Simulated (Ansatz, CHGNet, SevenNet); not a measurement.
TiSi2 (Cmcm, No. 63, 6 atoms in the cell; start mp-1077503; a measured phase of this formula has another space group): properties by level of theory

```csv
level (code),volume per atom (Å³/atom),enthalpy of formation (eV/atom)
CHGNet 0.3.0,14.26,-0.587
CHGNet-r²SCAN,14.26,-0.580
SevenNet-0,14.35,-0.599
SevenNet-l3i5,…,-0.578
LDA (Ansatz),13.60,-0.680
```

**Question.** Fill in the missing entries.

**Answer.** 
- SevenNet-l3i5, volume per atom (Å³/atom): 14.31

Caveats: the energies of CHGNet 0.3.0 can hold anion corrections fitted to measured formation enthalpies (CHGNet 0.3.0); the relaxation could not lower the start's symmetry, so the cell can be a saddle point above a distorted one (CHGNet 0.3.0, CHGNet-r²SCAN, SevenNet-0, SevenNet-l3i5, LDA). Ansatz's density-functional and Hartree–Fock values are scalar-relativistic unless marked +SOC, with PAW data made under PBE.

The computed numbers hold no vibrational or temperature effects.

A start named mp-… is a Materials Project structure, which need not be a measured phase.

Ansatz is a program for electronic structure.
